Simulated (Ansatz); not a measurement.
H on the 1x1 (0001) surface of hcp Ti, one in a 2x2 cell, energies for each (29.9 Å²). Energies are against ½ H2(g), without zero-point or thermal terms; each row is named by its start.

Method: PBE (plane waves to 420 eV, PAW; Ansatz, an electronic-structure program).

Model: 17-atom slab, 6.8 Å thick at the start under the adsorbate (thin: gaps and levels are the slab's own), 6x6x1 mesh, Fermi-Dirac 0.1 eV, dipole correction, 8 atoms held, the rest relaxed; each run with such symmetry as its start has; no spin, no spin-orbit, no U, no dispersion correction.

A negative adsorption energy means that the adsorbate is more stable on the surface than in its reference. Heights count from the host atoms within 0.3 Å of the top one.

```json
[
 {"starting site": "top Ti", "E_ads (eV)": "0.27", "height (Å)": "1.72", "nearest host atom (Å)": "Ti 1.83", "bonded to": "Ti", "Δ work function (eV)": "0.26", "lateral drift (Å)": "0.0"},
 {"starting site": "hollow Ti-Ti-Ti", "E_ads (eV)": "-1.08", "height (Å)": "1.08", "nearest host atom (Å)": "Ti 1.99", "bonded to": "3 Ti", "Δ work function (eV)": "-0.08", "lateral drift (Å)": "0.0"},
 {"starting site": "hollow Ti-Ti-Ti over Ti at depth 2.2 Å", "E_ads (eV)": "-1.09", "height (Å)": "1.09", "nearest host atom (Å)": "Ti 1.97", "bonded to": "3 Ti", "Δ work function (eV)": "-0.09", "lateral drift (Å)": "0.0"},
 {"starting site": "bridge Ti-Ti (span 2.9 Å)", "E_ads (eV)": "-1.08", "height (Å)": "1.08", "nearest host atom (Å)": "Ti 1.99", "bonded to": "3 Ti", "Δ work function (eV)": "-0.07", "lateral drift (Å)": "0.8"}
]
```
